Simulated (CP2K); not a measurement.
**Input and output of a self-consistent single point for Y₂Al₃Si₂ (C2/m, 7 atoms in the cell) (CP2K)**

Method of the run: CP2K with LDA (Pade form), GPW, DZVP-MOLOPT-SR-GTH basis, GTH-PADE potentials (GTH_POTENTIALS).

The input file:

```
&GLOBAL
  PROJECT bulk
  RUN_TYPE ENERGY_FORCE
  PRINT_LEVEL LOW
&END GLOBAL
&FORCE_EVAL
  METHOD Quickstep
  STRESS_TENSOR ANALYTICAL
  &DFT
    BASIS_SET_FILE_NAME BASIS_MOLOPT
    POTENTIAL_FILE_NAME GTH_POTENTIALS
    &QS
      METHOD GPW
      EPS_DEFAULT 1E-10
    &END QS
    &MGRID
      CUTOFF 500
      REL_CUTOFF 50
      NGRIDS 5
    &END MGRID
    &SCF
      SCF_GUESS ATOMIC
      EPS_SCF 1E-6
      MAX_SCF 100
      ADDED_MOS 7
      &DIAGONALIZATION
        ALGORITHM STANDARD
      &END DIAGONALIZATION
      &MIXING
        METHOD BROYDEN_MIXING
        ALPHA 0.2
        NBUFFER 8
      &END MIXING
      &SMEAR ON
        METHOD GAUSSIAN
        SIGMA [eV] 0.05
      &END SMEAR
    &END SCF
    &KPOINTS
      SCHEME MONKHORST-PACK 6 6 4
      GAMMA_CENTERED T
    &END KPOINTS
    &XC
      &XC_FUNCTIONAL PADE
      &END XC_FUNCTIONAL
    &END XC
    &PRINT
      &MO
        EIGENVALUES T
        OCCUPATION_NUMBERS T
        NDIGITS 8
        FILENAME mo
        &EACH
          QS_SCF 0
        &END EACH
        ADD_LAST NUMERIC
      &END MO
      &MULLIKEN OFF
      &END MULLIKEN
    &END PRINT
  &END DFT
  &SUBSYS
    &CELL
      A 5.44908500 0.00000000 0.00000000
      B 3.96005100 3.74306400 0.00000000
      C -1.18370500 -0.47089100 6.46305200
      PERIODIC XYZ
    &END CELL
    &COORD
      Y        2.77186222     1.10267955     4.38104443
      Y        5.45356878     2.16949345     2.08200757
      Al       5.50616463     2.19041705     5.61089859
      Al       2.71926637     1.08175595     0.85215341
      Al       0.00000000     0.00000000     0.00000000
      Si       8.12037227     3.23037900     2.31693951
      Si       0.10505873     0.04179400     4.14611249
    &END COORD
    &KIND Y
      BASIS_SET DZVP-MOLOPT-SR-GTH-q11
      POTENTIAL GTH-PADE-q11
    &END KIND
    &KIND Al
      BASIS_SET DZVP-MOLOPT-SR-GTH-q3
      POTENTIAL GTH-PADE-q3
    &END KIND
    &KIND Si
      BASIS_SET DZVP-MOLOPT-SR-GTH-q4
      POTENTIAL GTH-PADE-q4
    &END KIND
  &END SUBSYS
  &PRINT
    &FORCES ON
    &END FORCES
    &STRESS_TENSOR ON
    &END STRESS_TENSOR
  &END PRINT
&END FORCE_EVAL
```

The program printed (abridged):

```
 GLOBAL| Method name                                                        CP2K
 GLOBAL| Project name                                                       bulk
 GLOBAL| Run type                                                   ENERGY_FORCE

 TOTAL NUMBERS AND MAXIMUM NUMBERS

  Total number of            - Atomic kinds:                                   3
                             - Atoms:                                          7
                             - Shell sets:                                     7
                             - Shells:                                        41
                             - Primitive Cartesian functions:                 34
                             - Cartesian basis functions:                    132
                             - Spherical basis functions:                    117

  Maximum angular momentum of- Orbital basis functions:                        3
                             - Local part of the GTH pseudopotential:          2
                             - Non-local part of the GTH pseudopotential:      4

 SCF PARAMETERS         Density guess:                                    ATOMIC
                        max_scf:                                             100
                        max_diis:                                              4
                        eps_scf:                                        1.00E-06
                        eps_diis:                                       1.00E-01
                        eps_eigval:                                     1.00E-05
                        level_shift [a.u.]:                             0.000000
                        added MOs                                         7    0
                        Mixing method:                            BROYDEN_MIXING
                                                charge density mixing in g-space
                        Smear method:                                   GAUSSIAN
                        Smearing width (sigma) [a.u.]:                  1.84E-03
                        Accuracy threshold:                             1.00E-10
                        No outer SCF

 Extrapolation method: initial_guess

 Number of electrons:                                                         39
 Number of occupied orbitals:                                                 20
 Number of molecular orbitals:                                                27

 Number of orbital functions:                                                117
 Number of independent orbital functions:                                    117

 SCF WAVEFUNCTION OPTIMIZATION

  Step     Update method      Time    Convergence         Total energy    Change
     1 NoMix/Diag. 0.20E+00      -     1.55141632       -92.3365077634 -9.23E+01
     2 Broy./Diag. 0.20E+00      -     0.04903660       -91.8221712186  5.14E-01
     3 Broy./Diag. 0.20E+00      -     0.06317040       -91.5668925985  2.55E-01
     4 Broy./Diag. 0.20E+00      -     0.01474097       -91.2237671330  3.43E-01
     5 Broy./Diag. 0.20E+00      -     0.00092741       -91.1240000651  9.98E-02
     6 Broy./Diag. 0.20E+00      -     0.00242312       -91.1191560789  4.84E-03
     7 Broy./Diag. 0.20E+00      -     0.00032331       -91.1256644470 -6.51E-03
   [... 2 lines left out ...]
    10 Broy./Diag. 0.20E+00      -     0.00001687       -91.1307025331  1.06E-04
    11 Broy./Diag. 0.20E+00      -     0.00000930       -91.1305747538  1.28E-04
    12 Broy./Diag. 0.20E+00      -     0.00000115       -91.1305481930  2.66E-05
    13 Broy./Diag. 0.20E+00      -     0.00000110       -91.1305371456  1.10E-05
    14 Broy./Diag. 0.20E+00      -     0.00000012       -91.1305372451 -9.95E-08

  *** SCF run converged in    14 steps ***

  Electronic density on regular grids:        -38.9999999999        0.0000000001
  Core density on regular grids:               38.9999999944       -0.0000000056
  Total charge density on r-space grids:       -0.0000000056
  Total charge density g-space grids:          -0.0000000056

  Overlap energy of the core charge distribution:               0.00000000000248
  Self energy of the core charge distribution:               -181.16154522435374
  Core Hamiltonian energy:                                     39.18926429231988
  Hartree energy:                                              65.80232034763263
  Exchange-correlation energy:                                -14.96043931990897
  Smearing free energy correction:                             -0.00013734076261
  Fermi energy:                                                 0.30258573246590

  Total energy:                                               -91.13053724509092
  Total energy (extrapolated to sigma->0):                    -91.13046857470961

 ENERGY| Total FORCE_EVAL ( QS ) energy [hartree]            -91.130537852710518

 FORCES| Atomic forces [hartree/bohr]
 FORCES|   Atom     x               y               z               |f|
 FORCES|      1 -2.89849037E-04 -1.15303232E-04 -1.17718330E-03   1.21781272E-03
 FORCES|      2  2.89822133E-04  1.15343055E-04  1.17718343E-03   1.21781021E-03
 FORCES|      3 -9.21654601E-05 -3.66672009E-05 -1.26593241E-03   1.26981252E-03
 FORCES|      4  9.21512731E-05  3.66069750E-05  1.26580522E-03   1.26968294E-03
 FORCES|      5  7.24595921E-09  3.45285684E-10  8.89584970E-08   8.92537806E-08
 FORCES|      6 -1.13053030E-03 -4.49757099E-04  2.29041367E-03   2.59352559E-03
 FORCES|      7  1.13056414E-03  4.49777157E-04 -2.29037559E-03   2.59351019E-03
 FORCES| Sum     6.35648869E-13  8.91382779E-14 -3.26758651E-11
 FORCES| Total atomic force                                       3.26821687E-11

 STRESS| Analytical stress tensor [bar]
 STRESS|                        x                   y                   z
 STRESS|      x       -3.21492664756E+04   1.93063778359E+03   2.00706907853E+03
 STRESS|      y        1.93063778359E+03  -3.62354748087E+04   7.98443585631E+02
 STRESS|      z        2.00706907853E+03   7.98443585631E+02  -3.38082556929E+04
 STRESS| 1/3 Trace                                            -3.40643323257E+04
```

The run converged in 14 iterations.

The starting cell comes from a database of computed structures (which also holds hypothetical and non-ambient phases and stackings), without a prior relaxation at this level. Its lattice was rescaled by a random factor within 2.5 % of one. Values carry the incompleteness of an atom-centred basis. With a pressure of about -3 GPa the cell is away from its equilibrium volume at this level.

Cost on one core of a shared machine: roughly 3 min.
